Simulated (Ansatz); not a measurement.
Take ScIr3 in the Cu3Au type structure (space group Pm-3m, No. 221; a = 3.8971 Å; a cell from a computed database, its experimental status unchecked; relaxed with 0.1 eV smearing) as the base.

The change: an isotropic linear strain of +4.08 %, atoms relaxed at fixed cell.

Levels (all Ansatz, a first-principles code, PAW): PBEsol (420 eV, spin-orbit coupling left out); PBEsol+SOC (420 eV, noncollinear with spin-orbit coupling).

The geometry is relaxed with PBEsol.

| Property | Result |
|---|---|
| PBEsol pressure | -24.4 GPa |

Question: What does PBEsol+SOC give at this geometry for the pressure?

Answer: The pressure increases by 0.4 GPa (-24.4 GPa → -24.0 GPa).

Single points use the geometry relaxed with PBEsol. Differences between runs with and without spin-orbit coupling are approximate. Stability against distortions was not tested. The runs without spin-orbit coupling are not spin-polarised.
